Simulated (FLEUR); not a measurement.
# Input and output of a self-consistent single point for SrZnIn3 (I4mm, 5 atoms in the cell) (FLEUR)

Level of theory: LDA (Perdew-Zunger), all-electron FLAPW (FLEUR), scalar-relativistic valence run with FLEUR.

This input was run:

Input of the input generator:

```
SrZnIn3
&input film=f /
-4.4173368615 4.4173368615 11.5670306164
4.4173368615 -4.4173368615 11.5670306164
4.4173368615 4.4173368615 -11.5670306164
1.0
1.0 1.0 1.0

5
38 0.0047800000 0.0047800000 -0.0000000000
30 0.6139700000 0.6139700000 -0.0000000000
49 0.7419800000 0.2419800000 0.5000000000
49 0.2419800000 0.7419800000 0.5000000000
49 0.3973000000 0.3973000000 -0.0000000000

&comp jspins=1 /
&exco xctyp='pz' /
&kpt div1=5 div2=5 div3=5 /
&end /
```

```xml
<?xml version="1.0" encoding="UTF-8" standalone="no"?>
<fleurInput fleurInputVersion="0.39">
   <comment>
      SrZnIn3                                                                                             
   </comment>
   <calculationSetup>
      <cutoffs Kmax="4.4" Gmax="13.2" GmaxXC="13.2" numbands="0"/>
      <scfLoop itmax="100" minDistance="0.00001" maxIterBroyd="40" imix="Anderson" alpha="0.05" precondParam="0.0" spinf="2.0"/>
      <coreElectrons ctail="T" frcor="F" kcrel="0" coretail_lmax="0"/>
      <xcFunctional name="pz" relativisticCorrections="F"/>
      <magnetism jspins="1"/>
      <soc l_soc="F" theta="0.0" phi="0.0" spav="F"/>
      <expertModes spex="0" secvar="F"/>
      <geometryOptimization l_f="T" forcealpha="1.0" forcemix="BFGS" epsdisp="0.00001" epsforce="0.00001"/>
      <ldaU l_linMix="F" mixParam="0.05" spinf="1.0"/>
   </calculationSetup>
   <cell>
      <bzIntegration valenceElectrons="61.0" mode="hist" fermiSmearingEnergy="0.00367493">
         <kPointListSelection listName="default-1"/>
         <!-- k-points included here -->
         <xi:include xmlns:xi="http://www.w3.org/2001/XInclude" href="kpts.xml"> </xi:include>
      </bzIntegration>
      <!-- symmetry operations included here -->
      <xi:include xmlns:xi="http://www.w3.org/2001/XInclude" href="sym.xml"> </xi:include>
      <bulkLattice scale="1.0">
         <bravaisMatrix>
            <row-1>   -4.4173368614999999     4.4173368614999999    11.5670306164000003</row-1>
            <row-2>    4.4173368614999999    -4.4173368614999999    11.5670306164000003</row-2>
            <row-3>    4.4173368614999999     4.4173368614999999   -11.5670306164000003</row-3>
         </bravaisMatrix>
      </bulkLattice>
   </cell>
   <atomSpecies>
      <species name="Strontium (Sr)" element="Sr" atomicNumber="38">
         <mtSphere radius="2.63" gridPoints="925" logIncrement="0.014"/>
         <atomicCutoffs lmax="10" lnonsphr="8"/>
         <electronConfig flipSpins="F">
            <coreConfig>(1s1/2) (2s1/2) (2p1/2) (2p3/2) (3s1/2) (3p1/2) (3p3/2) (3d3/2) (3d5/2)</coreConfig>
            <valenceConfig>(4s1/2) (4p1/2) (4p3/2) (5s1/2)</valenceConfig>
         </electronConfig>
         <energyParameters s="5" p="5" d="4" f="4"/>
         <lo type="SCLO" l="0" n="4" eDeriv="0"/>
         <lo type="SCLO" l="1" n="4" eDeriv="0"/>
      </species>
      <species name="Zinc (Zn)" element="Zn" atomicNumber="30">
         <mtSphere radius="2.29" gridPoints="807" logIncrement="0.015"/>
         <atomicCutoffs lmax="10" lnonsphr="8"/>
         <electronConfig flipSpins="F">
            <coreConfig>(1s1/2) (2s1/2) (2p1/2) (2p3/2) (3s1/2) (3p1/2) (3p3/2)</coreConfig>
            <valenceConfig>(4s1/2) (3d3/2) (3d5/2)</valenceConfig>
         </electronConfig>
         <energyParameters s="4" p="4" d="3" f="4"/>
         <lo type="HELO" l="2" n="4" eDeriv="0"/>
      </species>
      <species name="Indium (In)" element="In" atomicNumber="49">
         <mtSphere radius="2.29" gridPoints="807" logIncrement="0.016"/>
         <atomicCutoffs lmax="10" lnonsphr="8"/>
         <electronConfig flipSpins="F">
            <coreConfig>(1s1/2) (2s1/2) (2p1/2) (2p3/2) (3s1/2) (3p1/2) (3p3/2) (4s1/2) (3d3/2) (3d5/2) (4p1/2) (4p3/2)</coreConfig>
            <valenceConfig>(5s1/2) (4d3/2) (4d5/2) (5p1/2) (5p3/2)</valenceConfig>
            <stateOccupation state="(5p1/2)" spinUp="0.1666666666667" spinDown="0.1666666666667"/>
            <stateOccupation state="(5p3/2)" spinUp="0.3333333333333" spinDown="0.3333333333333"/>
         </electronConfig>
         <energyParameters s="5" p="5" d="5" f="4"/>
         <lo type="SCLO" l="2" n="4" eDeriv="0"/>
      </species>
   </atomSpecies>
   <atomGroups>
      <atomGroup species="Strontium (Sr)">
         <relPos label="                   1">.0047800000 .0047800000 .0000000000</relPos>
         <force calculate="T" relaxXYZ="TTT"/>
      </atomGroup>
      <atomGroup species="Zinc (Zn)">
         <relPos label="                   2">-.3860300000 -.3860300000 .0000000000</relPos>
         <force calculate="T" relaxXYZ="TTT"/>
      </atomGroup>
      <atomGroup species="Indium (In)">
         <relPos label="                   3">-.2580200000 .2419800000 1.000/2.000</relPos>
         <relPos label="                   4">.2419800000 -.2580200000 1.000/2.000</relPos>
         <force calculate="T" relaxXYZ="TTT"/>
      </atomGroup>
      <atomGroup species="Indium (In)">
         <relPos label="                   5">.3973000000 .3973000000 .0000000000</relPos>
         <force calculate="T" relaxXYZ="TTT"/>
      </atomGroup>
   </atomGroups>
   <output dos="F" band="F" slice="F">
      <checks vchk="F" cdinf="F"/>
      <bandDOS minEnergy="-.5*Htr" maxEnergy="0.5*Htr" sigma="0.015" storeEVData="T"/>
      <vacuumDOS vacdos="F" integ="F" star="F" nstars="0" locx1="0.0" locy1="0.0" locx2="0.0" locy2="0.0" nstm="0" tworkf="0.0"/>
      <unfoldingBand unfoldBand="F" supercellX="1" supercellY="1" supercellZ="1"/>
      <plotting iplot="0" polar="F">
         <plot TwoD="T" vec1="  1.0  0.0  0.0" vec2="  0.0  1.0  0.0" vec3="  0.0  0.0  1.0" zero="  0.0  0.0  0.0" file="plot"/>
      </plotting>
      <chargeDensitySlicing numkpt="0" minEigenval="0.0" maxEigenval="0.0" nnne="0" pallst="F"/>
      <specialOutput eonly="F"/>
      <magneticCircularDichroism mcd="F" energyLo="-10.0" energyUp="0.0"/>
   </output>
  <!-- We include the file relax.xml here to enable relaxations (see documentation) -->
  <xi:include xmlns:xi="http://www.w3.org/2001/XInclude" href="relax.xml"> <xi:fallback/> </xi:include>
</fleurInput>
```

Log, with long lists cut:

```
      Welcome to FLEUR        (www.flapw.de)
      MaX-Release 8.1          (www.max-centre.eu)

 ========== k-point set info ==========
 Selected k-point list: default-1
 k-point list type: mesh
 5 x 5 x 5
 Number of k points: 18

 ------------Calculation Setup---------------------------
           1           2           3           6           9          18
 Number of basis functions:         1360
 Iteration:     1   Distance:       4.80349177 me/bohr^3
 Iteration:     2   Distance:       4.14406416 me/bohr^3
 Iteration:     3   Distance:       2.44488195 me/bohr^3
 Iteration:     4   Distance:       1.32717173 me/bohr^3
 Iteration:     5   Distance:       1.11839616 me/bohr^3
 Iteration:     6   Distance:       0.29365630 me/bohr^3
   [... 8 lines left out ...]
 Iteration:    15   Distance:       0.00015704 me/bohr^3
 Iteration:    16   Distance:       0.00008482 me/bohr^3
 Iteration:    17   Distance:       0.00007809 me/bohr^3
 Iteration:    18   Distance:       0.00001062 me/bohr^3
 Iteration:    19   Distance:       0.00000137 me/bohr^3
 Reset of history

 Run finished successfully
 Stop message:
   Structural relaxation: new displacements generated

[file out, last iteration]
             iter=     20
          p o t e n t i a l   g e n e r a t o r
[...]
          integral of pseudo charge density inside the slab=        0.000000   0.000000
     coulomb potential in the interstitial region:
          density-coulomb potential integrals
          total density-coulomb potenti   -36285.5412756923
          density-effective potential integrals for spin  1
          total density-effective poten   -3.7127233584E+04
          charge density-energy density integrals
          total charge density-energy d   -6.3487363208E+02
 Updated energy parameters for spin:           1
  Atom    1 5s branch from -0.99 to  2.39 htr. ; e_l =  0.2035
  Atom    1 5p branch from -0.24 to  3.00 htr. ; e_l =  0.3119
  Atom    1 4d branch from -4.27 to  0.95 htr. ; e_l =  0.3166
  Atom    1 4f branch from -9.99 to  2.12 htr. ; e_l =  0.5373
  Atom    1 4s branch from-11.78 to -0.99 htr. ; e_l(l -1.0671
  Atom    1 4p branch from -8.96 to -0.24 htr. ; e_l(l -0.4100
  Atom    2 4s branch from -4.36 to  1.27 htr. ; e_l =  0.0760
  Atom    2 4p branch from -2.69 to  1.89 htr. ; e_l =  0.2483
  Atom    2 3d branch from -9.99 to  0.05 htr. ; e_l = -0.0118
  Atom    2 4f branch from -9.99 to  3.52 htr. ; e_l =  0.5883
  Atom    2-4d branch from  2.26 to  2.26 htr. ; e_l(l  2.2631
  Atom    3 5s branch from -3.97 to  1.51 htr. ; e_l = -0.0237
  Atom    3 5p branch from -2.43 to  2.28 htr. ; e_l =  0.1420
  Atom    3 5d branch from -0.15 to  3.64 htr. ; e_l =  0.3240
  Atom    3 4f branch from -9.99 to  2.21 htr. ; e_l =  0.4613
  Atom    3 4d branch from-15.48 to -0.15 htr. ; e_l(l -0.2762
  Atom    4 5s branch from -3.97 to  1.51 htr. ; e_l = -0.0266
  Atom    4 5p branch from -2.43 to  2.28 htr. ; e_l =  0.1385
  Atom    4 5d branch from -0.15 to  3.64 htr. ; e_l =  0.3204
  Atom    4 4f branch from -9.99 to  2.21 htr. ; e_l =  0.4575
  Atom    4 4d branch from-15.48 to -0.15 htr. ; e_l(l -0.2760
[...]
 fermi energy and band-weighting factors:
at   0.40000   0.60000  -0.40000   k-weight:    0.032000
   47 eigenvalues :
   -1.066252   -0.407151   -0.405459   -0.404744   -0.284235   -0.284218   -0.282844   -0.282230
   -0.277868   -0.277729   -0.274042   -0.273175   -0.270920   -0.270864   -0.269665   -0.266796
   -0.266595   -0.265227   -0.264499   -0.051105   -0.018936   -0.018338   -0.016949   -0.015967
   -0.015028    0.017103    0.112716    0.208490    0.237203    0.249692    0.254349    0.311567
    0.323963    0.330044    0.344532    0.358851    0.373430    0.376485    0.385951    0.425598
    0.458684    0.471676    0.478774    0.544250    0.555951    0.566005    0.579410
   [... 2 blocks of this kind left out ...]

[...]
FERMIE:
          first approx. to ef    (T=0)  :   0.251808 htr   (energy of the highest occ. eigenvalue)
          number of occ. states  (T=0)  :        547
          first approx. to seigv (T=0)  : -11.383150 htr
          sum of weights of occ. states :  30.512000
          sum of semicore charge        :   0.000000 e
FERHIS:  Fermi-Energy by histogram:
          bandgap                     :   0.000735 htr
          charge neutrality (T=0)     :   0.024000    (zero if the highest occ. eigenvalue is "entirely" occupied)
     EF_NEWTON:  Adjust Fermi-Energy by Newton-Method.
               Number of iterations needed  :   4
               The error in the weight is   :  0.28866E-14
               The error in ef is           : -0.11996E-15 htr
     -->  new fermi energy            :   0.251146 htr
          valence charge              :  61.000000 e
          actual charge blw ef-8kt    :  59.328000 e
          actual charge blw ef+8kt    :  61.000000 e
          number of occ. states       :       556
          sum of the valence weights  :   30.500000
          entropy         :   0.559266 *kb htr/K =   0.00000 htr/K
          sum of val. single particle energies:       -11.3884304672 htr
 Direct bandgap for spin            1 :    4.6571633170391091E-003  Htr
 at k-point            1  with k-vector   0.40000000000000002       0.59999999999999998      -0.40000000000000002
          valence density: spin= 1
[...]
     l-like charge
     atom     s        p        d        f        total
 -->  1    2.03498  5.71311  0.20874  0.00536    7.96265
 -->  2    0.61482  0.41002  9.68947  0.00389   10.71921
 -->  3    0.67795  0.39191  9.60804  0.00386   10.68223
 -->  4    0.67233  0.44283  9.59669  0.00355   10.71596
          total charge for spin  1=   61.000000
          interst. charge =      10.237726
          mt charge=              7.962647   10.719213   10.682228   10.715958
          total charge  =   61.000000
          z= 38.     r(1)=  0.633756E-05     dx= 0.014000     m.t.index= 925
               n    l     j    energy       weight
               1.   0.   0.5 -584.1209      2.0000
               2.   0.   0.5  -78.7200      2.0000
               2.   1.   0.5  -71.6600      2.0000
   [... 6 lines left out ...]
          atom type    1  (spin 1)
          kinetic energy=  0.322288854010E+04     sum of the eigenvalues= -0.186567438391E+04
          0.00002375  electrons lost from core.
   [... 3 blocks of this kind left out ...]

          total charge for spin  1=  215.000000
          interst. charge =      10.275449
          mt charge=             35.962623   28.716521   46.670570   46.704266
          total charge  =  215.000000
          zc=   215.000000     qfix=    1.000000
     t o t a l  e n e r g y
          sum of eigenvalues =            -13506.3015406763
          density-coulomb potential int   -36285.5412756923
          density-effective potential i   -37127.2335837068
          charge density-ex.-corr.energ     -634.8736320771
          el.-nucl. inter. diff. m.t.       3824.6102342580
          Madelung term for atom type:       -17.6617326748
          el.-nucl. inter. diff. m.t.       2158.2847184182
          Madelung term for atom type:       -11.8728411722
          el.-nucl. inter. diff. m.t.      14233.6181544281
          Madelung term for atom type:       -56.3416114667
          el.-nucl. inter. diff. m.t.       7117.1839627993
          Madelung term for atom type:       -27.8174864107
 ---->    total energy=                   -22604.1029685207 htr
 ---->    (input%tkb*entropy) TS=              0.0020552645 htr
 ---->    free energy=                    -22604.1050237853 htr
      extrapolation for T->0
 ---->    total electron energy=          -22604.1039961530 htr
 ***** TOTAL FORCES ON ATOMS *****
 TOTAL FORCE FOR ATOM TYPE=  1  X=  0.000   Y=  0.000   Z=  0.111
                       FX_TOT= 0.000000 FY_TOT= 0.000000 FZ_TOT= 0.000778
 TOTAL FORCE FOR ATOM TYPE=  2  X=  0.000   Y=  0.000   Z= -8.930
                       FX_TOT= 0.000000 FY_TOT= 0.000000 FZ_TOT= 0.001368
 TOTAL FORCE FOR ATOM TYPE=  3  X=  4.417   Y=  0.000   Z= -5.969
                       FX_TOT= 0.000000 FY_TOT= 0.000000 FZ_TOT=-0.000475
 TOTAL FORCE FOR ATOM TYPE=  4  X=  0.000   Y=  0.000   Z=  9.191
                       FX_TOT= 0.000000 FY_TOT= 0.000000 FZ_TOT=-0.001142
```

The run converged in 19 iterations. FLEUR gives forces in its relaxation mode, with a further iteration, so its stop message speaks of a relaxation.

The starting cell comes from a database of computed structures (which also holds hypothetical and non-ambient phases and stackings), without a prior relaxation at this level. Its lattice was rescaled by a random factor within 2.5 % of one. Values depend on the basis (sphere radii, cutoffs, local orbitals), which need not be converged. The log's line on a gap gives a spacing of levels on this mesh, which the program prints for metals too.

Cost on one core of a shared machine: roughly 20 min.
